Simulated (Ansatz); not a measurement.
System: KCSN (Pbcm, No. 57). Method: PBEsol in Ansatz (PAW).

Numerical settings: plane-wave cutoff 500 eV, 6×6×6 k mesh, Fermi–Dirac smearing 0.05 eV, scalar-relativistic PAW data made under PBE.

Computed at the level's own relaxed cell.

Problem. Estimate the equilibrium volume per atom and band gap that the calculation returns.

Solution. 
- equilibrium volume per atom = 20.52 Å³/atom
- band gap = 3.92 eV (on the SCF k mesh)

The computed numbers hold no vibrational or temperature effects.

Cost on a shared machine: very roughly 13 core-minutes.

Ansatz is an electronic-structure program.
